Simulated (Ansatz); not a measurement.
Consider Hf in the hcp (Mg type) structure (space group P6_3/mmc, No. 194).

```yaml
crystal:
  lattice:
    - [3.15907, 0.00000, 0.00000]
    - [-1.57954, 2.73584, 0.00000]
    - [0.00000, 0.00000, 4.99993]
  atoms:
    - { symbol: Hf, position: [0.33333, 0.66667, 0.75000] }
    - { symbol: Hf, position: [0.66667, 0.33333, 0.25000] }
```

Level of theory: Ansatz (a first-principles code) PBEsol, without spin-orbit coupling.

One change was made to it. Results:

The c/a ratio goes up by 0.022 (1.583 → 1.605); the shortest interatomic distance drops by 0.179 Å to 2.916 Å.

Question: Name the change that was made.
A. pressure 30 GPa
B. pressure −2 GPa
C. pressure 60 GPa
D. pressure 9 GPa

Answer: A, pressure 30 GPa. For comparison, the c/a ratio in the other runs: pressure 60 GPa gives 1.641; pressure −2 GPa gives 1.582; pressure 9 GPa gives 1.588.

Load acts through the strain it causes; cell and atoms are relaxed under it. Stability against distortions was not tested. Competing high-pressure phases were not computed. All final runs are without spin polarisation.
